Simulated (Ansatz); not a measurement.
Take WSi$_{2}$ (space group I4/mmm, No. 139; a = 3.212 Å, c = 7.807 Å; relaxed with 0.1 eV smearing) as the base. Axes: x, y, z lie along a, b, c of the conventional cell.

Level of theory: r2SCAN (Ansatz, a first-principles code; PAW; 500 eV plane waves; no SOC), earlier PAW set.

Before the change:

- Shortest interatomic distance = 2.579 Å

Modification: uniaxial stress, 8 GPa tension along z; all other stress components relax to zero.

How does this affect the energy relative to the base?

The energy grows by 5.4 meV/atom.

What does the calculation give for the strain response after the change?

The strain response (xx, yy, zz) comes out as (−0.27, −0.27, +1.57) %.

What does the calculation give for the shortest interatomic distance after the change?

The shortest interatomic distance grows by 0.036 Å (2.579 Å → 2.615 Å).

Stability under load was not tested beyond the relaxation. All final runs are without spin polarisation.
